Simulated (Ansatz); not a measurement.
Here is the system:

End structure of S on the 1x1 (0001) surface of hcp Ti, one in a 2x1 cell, started at the site 'hollow Ti-Ti-Ti':

```yaml
crystal:
  lattice:
    - [5.87727, 0.00000, 0.00000]
    - [-1.46932, 2.54493, 0.00000]
    - [0.00000, 0.00000, 26.00000]
  atoms:
    - { symbol: Ti, position: [0.33333, 0.33333, 0.36988] }
    - { symbol: Ti, position: [0.83333, 0.33333, 0.36988] }
    - { symbol: Ti, position: [0.16667, 0.66667, 0.45305] }
    - { symbol: Ti, position: [0.66667, 0.66667, 0.45305] }
    - { symbol: Ti, position: [0.33025, 0.33025, 0.54641] }
    - { symbol: Ti, position: [0.83260, 0.33260, 0.54619] }
    - { symbol: Ti, position: [0.16559, 0.66559, 0.63381] }
    - { symbol: Ti, position: [0.65957, 0.65957, 0.63093] }
    - { symbol: S, position: [0.98035, 0.98035, 0.69618] }
```

Set-up: 9 atoms, 6.8 Å thick at the start under the adsorbate (thin: gaps and levels are the slab's own); mesh 6x12x1; 0.1 eV smearing; dipole correction on; 4 atoms held, the rest relaxed; held to the start's symmetry, so lower structures may exist; no spin, no spin-orbit, no U, no dispersion correction. At the end it is bonded to 3 Ti. In PBE it is, or lies within 0.03 eV of, the lowest of the starts that converged.

A negative adsorption energy means that the adsorbate is more stable on the surface than in its reference.

Predict the change of the step from the bottom to the top vacuum level, against the clean slab from PBE in Ansatz (a quantum-chemistry and plane-wave program).

0.87 eV

Predict the work function of the top face from PBE.

5.24 eV

Estimate the adsorption energy against ⅛ S8(g) that PBE returns for this input.

-2.93 eV

What change of the work function does PBE give?

0.85 eV
